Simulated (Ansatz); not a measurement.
Take AlN in the wurtzite structure (space group P6_3mc, No. 186; a = 3.1298 Å, c = 5.0173 Å) as the base.

(Cell as relaxed with PBE.)

Levels (all Ansatz, a quantum-chemistry and plane-wave program, PAW, earlier PAW set): PBE (420 eV, no SOC); r2SCAN (500 eV, no spin-orbit coupling).

Each level relaxes its own structure.

```csv
base,PBE,r2SCAN
volume per atom,10.64 Å³,10.40 Å³
lattice parameter a,3.130 Å,3.107 Å
band gap,4.04 eV,4.87 eV
```

Perturbation: cell and atoms relaxed at a pressure of 0.9 GPa.

```tsv
quantity	PBE	r2SCAN
band gap	4.08 eV	?
gap character	direct at Γ	?
lattice parameter a	3.125 Å	?
```

Task: What does r2SCAN give?

Result: 
- band gap, r2SCAN: 4.91 eV
- gap character, r2SCAN: direct at Γ
- lattice parameter a, r2SCAN: 3.102 Å

PBE's band gap lies 0.83 eV below r2SCAN's; PBE's lattice parameter a lies 0.023 Å above r2SCAN's (0.7 %); the two agree on the gap character. Neither level is exact; r2SCAN is the comparison here, not a measurement.

Load acts through the strain it causes; cell and atoms are relaxed under it. Stability against distortions was not tested.
